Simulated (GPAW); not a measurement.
Worked example: self-consistent single point of BaMg₂Sb₂ (P1, 5 atoms in the cell) in GPAW.

Computed with LDA (Perdew-Wang 92), GPAW PAW datasets LDA (gpaw-data 1.0.1) (plane waves; GPAW).

The change in words: atoms moved at random. Reference geometry:
```yaml
crystal:
  lattice:
    - [4.79854, 0.00000, 0.00000]
    - [-2.39927, 4.15566, 0.00000]
    - [0.00000, 0.00000, 8.20590]
  atoms:
    - { symbol: Ba, position: [0.00000, 0.00000, 0.00000] }
    - { symbol: Mg, position: [0.66667, 0.33333, 0.37666] }
    - { symbol: Mg, position: [0.33333, 0.66667, 0.62334] }
    - { symbol: Sb, position: [0.66667, 0.33333, 0.73051] }
    - { symbol: Sb, position: [0.33333, 0.66667, 0.26949] }
```

Reference input (self-consistent single point, DFT LDA (Perdew-Wang 92), plane waves, GPAW PAW datasets LDA (gpaw-data 1.0.1)): mode = pw; ecut = 850 eV; xc = LDA; kpts = 6 6 3; mesh shift (steps) = 0 0 0; occupations.name = fixed-uniform; nbands = -6; convergence.forces = 0.001 eV/Å; convergence.bands = -4; symmetry.symmorphic = false; symmetry.tolerance = 0.0005; maxiter = 120. This run's input differs from it in these lines:

```diff
@@ -8,7 +8,7 @@
                     [0.000000, 0.000000, 8.205900]],
-              scaled_positions=[[0.000000, 0.000000, 0.000000],
-                                [0.666667, 0.333333, 0.376660],
-                                [0.333333, 0.666667, 0.623340],
-                                [0.666667, 0.333333, 0.730510],
-                                [0.333333, 0.666667, 0.269490]],
+              scaled_positions=[[-0.016696, 0.000521, 0.006248],
+                                [0.683282, 0.334602, 0.378683],
+                                [0.325023, 0.678939, 0.620198],
+                                [0.676184, 0.338182, 0.724754],
+                                [0.332207, 0.647755, 0.270118]],
               pbc=True)
```

Log, with long lists cut:

```
     iter     time        total  log10-change:
                         energy   eigst   dens  force
iter:   1 --:--:--   -20.504331   +0.80
iter:   2 --:--:--   -20.593603   +0.27  -1.28
iter:   3 --:--:--   -20.207037   -0.18  -1.32
iter:   4 --:--:--   -20.215427   -0.60  -1.61
iter:   5 --:--:--   -20.215399c  -1.33  -1.85
iter:   6 --:--:--   -20.173024   -1.68  -2.02
iter:   7 --:--:--   -20.166203   -2.24  -2.38
iter:   8 --:--:--   -20.167772c  -3.12  -2.63
iter:   9 --:--:--   -20.164542c  -3.55  -2.85
iter:  10 --:--:--   -20.163811c  -4.27  -3.02
iter:  11 --:--:--   -20.163805c  -4.69  -3.54
iter:  12 --:--:--   -20.163808c  -5.48  -3.61
iter:  13 --:--:--   -20.163824c  -5.71  -3.62
iter:  14 --:--:--   -20.163815c  -6.20  -3.69
iter:  15 --:--:--   -20.163805c  -5.43  -3.72
iter:  16 --:--:--   -20.163790c  -6.55  -3.84
iter:  17 --:--:--   -20.163789c  -7.40c -3.88
iter:  18 --:--:--   -20.163786c  -7.02  -3.92
iter:  19 --:--:--   -20.163786c  -7.49c -4.54c
iter:  20 --:--:--   -20.163786c  -7.45c -4.57c -2.17
iter:  21 --:--:--   -20.163786c  -8.00c -4.80c -2.41
iter:  22 --:--:--   -20.163786c  -8.90c -5.12c -3.02c
Converged after 22 iterations.

Dipole moment: (3.859040, -0.131783, -4.626038) |e|*Ang

Energy contributions relative to reference atoms: (reference = -584227.106198)

Kinetic:         -6.543153
Potential:       +8.120476
External:        +0.000000
XC:             -21.994813
Entropy (-ST):   +0.000000
Local:           +0.253703
SIC:             +0.000000
--------------------------
Free energy:    -20.163786
Extrapolated:   -20.163786

Showing only first 2 kpts
 Kpt  Band  Eigenvalues  Occupancy
  0    28      4.36600    2.00000
  0    29      4.50135    2.00000
  0    30      5.74264    0.00000
  0    31      5.87551    0.00000

  1    28      4.06047    2.00000
  1    29      4.19896    2.00000
  1    30      5.75045    0.00000
  1    31      6.57185    0.00000

Fermi level: 4.84337

Gap: 0.684 eV
Transition (v -> c):
   [... lines left out ...]
Direct gap: 1.241 eV
   [... lines left out ...]
Energy (eV): -20.163786

Forces in eV/Ang:
  0 Ba    0.18416   -0.06617   -0.22694
  1 Mg   -0.17850   -0.18382   -0.08770
  2 Mg    0.31913   -0.08020    0.12725
  3 Sb   -0.32431    0.03132    0.30741
  4 Sb   -0.00086    0.29893   -0.11922

Stress tensor:
     0.013255    -0.002031     0.001343
    -0.002031     0.013881     0.000100
     0.001343     0.000100     0.012460
Stress (GPa, Voigt): [ 2.1236  2.224   1.9963  0.0161  0.2152 -0.3253]
```

The run converged in 22 iterations. GPAW prints stress with tension positive. Against the reference run the free energy rises by 12.7 meV/atom, the pressure goes from -2.40 to -2.11 GPa, the largest force goes from 0.041 to 0.448 eV/Å and the gap on the mesh goes from 0.799 to 0.684 eV.

The starting cell comes from a database of computed structures (which also holds hypothetical and non-ambient phases and stackings), without a prior relaxation at this level. For this run, on top of that: atoms moved at random. Spin-orbit coupling is off.

Cost on one core of a shared machine: roughly 5 min.
